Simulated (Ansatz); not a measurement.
# SnO2: transverse stress against strain

SnO2 (rutile, P4_2/mnm, 12.176 Å³/atom at rest, c along z) under a strain ε along a (axis x), the other axes held. PBEsol in Ansatz, a plane-wave DFT program (PAW, default set), 420 eV, 7×7×10 Γ-centred mesh, Fermi-Dirac smearing 0.05 eV; ions are relaxed within the symmetry of each cell. Stress is positive for a compressed cell.

Here s stands for strain and y for stress zz.

```csv
strain (%),stress zz (GPa)
-1.20,1.77
-0.60,0.87
0.00,0.00
0.60,-0.84
1.20,-1.65
3.00,?
```

Taking a straight line for y over the 5 complete rows: Means: s 0, y 0.030. About the means, the sum of products is -5.1300 and the sum of squares of s is 3.6000; the slope is their ratio. Least squares gives y = 0.030 - 1.4250·s. Residuals (row less fit): 0.030, -0.015, -0.030, -0.015, 0.030; standard error 0.032 (degrees of freedom: 3). The slope gives the elastic constant C13 = 142 ± 1.7 GPa.

Question: Predict the withheld y at s = 3.00 from the fit, and compare with the calculation.

Answer: y = 0.030 - 1.4250 × 3.0 = -4.245 GPa. The calculation gives -3.92 GPa, 0.325 GPa above the prediction (5.7 % of the range of y in the table). The row lies outside the fitted rows, so this is an extrapolation. From the scatter of the fitted rows alone, a prediction at this place has a standard error of 0.062 GPa, so the miss is 5.2 times that.

One order more, fitted to all 11 runs of the series, follows each within 0.03, so the miss is the next term of a smooth law. Rows are the converged runs of the series near zero and its far end; series whose fitted rows scatter by over a few per cent of the range, as at a crossing or softening among them, aren't shown in this form. Most that stay on the fit to the last digits aren't either.
